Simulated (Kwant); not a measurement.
Device: zigzag graphene ribbon with Kane-Mele spin-orbit coupling. 18 zigzag chains, bond 0.142 nm, hopping 2.7 eV, scattering region 9.4 nm long; sites with one neighbour are removed; energy swept from -2.85 to 2.85 eV from the neutrality point. Staggered potential ±Δ on the two sublattices, Δ = 1.1 eV. Second-neighbour term iλ/(3√3) ν σz with λ = 0.74 eV, Rashba hopping 0 eV, exchange ±0 eV σz in the scattering region alone; these strengths are model values, not the material's.

The device is made up for the run: typed textbook-type constants, with dimensions and the other settings drawn at random.

Computed with Kwant: nearest-neighbour tight-binding model of a honeycomb sheet with an imaginary second-neighbour term, both spins, coherent transport at 0 K. Conductance is in e²/h.

Is the sheet in its topological phase, how wide is its bulk gap, and what conductance is due inside it?

At the two valleys the masses are λ ± Δ = 1.84 and -0.360 eV; the bulk gap is 2|λ − Δ| = 0.720 eV. λ < Δ, so the phase is trivial, and the gap gives G = 0. Simulated at 0.190 eV: 0 e²/h.
